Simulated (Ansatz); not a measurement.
# A computed series for ZrP: response to strain

The reference is ZrP (space group P6_3/mmc, No. 194; a = 3.6618 Å, c = 12.4836 Å; a cell from a computed database, its experimental status unchecked). Axes: x lies along a and z along c of the hexagonal cell.

Strains are applied to the cell and any free atomic positions relax; under biaxial strain the out-of-plane vector relaxes too; under stress the whole cell relaxes.

Calculations: Kohn–Sham DFT with the PBEsol functional, run in Ansatz (a program for electronic structure) with PAW and 420 eV plane waves, without spin-orbit coupling.

Notes on the quantities. pressure: mean of the normal stresses, compression positive.

```json
[
 {"variant": "base", "pressure": "0.0 GPa", "shortest interatomic distance": "2.561 Å", "space group": "P6_3/mmc (No. 194)"},
 {"variant": "biaxial strain −0.84 %, plane normal [001], relaxed out of plane", "pressure": "1.3 GPa", "shortest interatomic distance": "2.554 Å", "space group": "P6_3/mmc (No. 194)"},
 {"variant": "biaxial strain +4.68 %, plane normal [001], relaxed out of plane", "pressure": "-6.5 GPa", "shortest interatomic distance": "2.610 Å", "space group": "P6_3/mmc (No. 194)"},
 {"variant": "tensor shear ε_xz = +1.38 %", "pressure": "0.2 GPa", "shortest interatomic distance": "2.538 Å", "space group": "C2/c (No. 15)"},
 {"variant": "uniaxial stress, 1 GPa compression along x", "pressure": "–", "shortest interatomic distance": "2.558 Å", "space group": "Cmcm (No. 63)"}
]
```

Without a gap, meshes like the base's 15×15×4 leave anisotropic stresses uncertain by several tenths of a GPa, and small strain energies with them. Stability under load was not tested beyond the relaxation. The final runs are not spin-polarised.
